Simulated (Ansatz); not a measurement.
Phonon-limited resistivity of ScAg (Pm-3m) against temperature in μΩ·cm, PBEsol, DFPT electron-phonon coupling, linearised Boltzmann equation (Ansatz, a program for electronic structure), harmonic crystal at a fixed cell.

```json
[
 {"T": "50 K", "ρ": "2.1"},
 {"T": "77 K", "ρ": "4.1"},
 {"T": "100 K", "ρ": "[?]"},
 {"T": "150 K", "ρ": "[?]"},
 {"T": "200 K", "ρ": "13.8"},
 {"T": "250 K", "ρ": "17.7"},
 {"T": "273 K", "ρ": "19.4"},
 {"T": "300 K", "ρ": "21"},
 {"T": "350 K", "ρ": "25"},
 {"T": "400 K", "ρ": "29"},
 {"T": "500 K", "ρ": "36"},
 {"T": "600 K", "ρ": "44"},
 {"T": "800 K", "ρ": "58"}
]
```

Task: Fill in the missing entries.

Result: 
- 100 K, ρ: 6.0
- 150 K, ρ: 10.0

A metal at this level (no band gap). Only scattering by harmonic phonons is included (no impurities, grain boundaries, electron-electron scattering or thermal expansion). Spin-orbit coupling is left out. The squared frequency of the phonon mode least converged on the k mesh is uncertain by about 13 %. Halving the electron mesh (24x24x24) moves the resistivity by up to 7 %. Smearing 0.20 eV; phonons on a 4x4x4 q mesh, which this run doesn't test and which matters most at low temperature.

Formula and space group known from diffraction (Crystallography Open Database), not checked to be the room-temperature form: ScAg (Pm-3m).
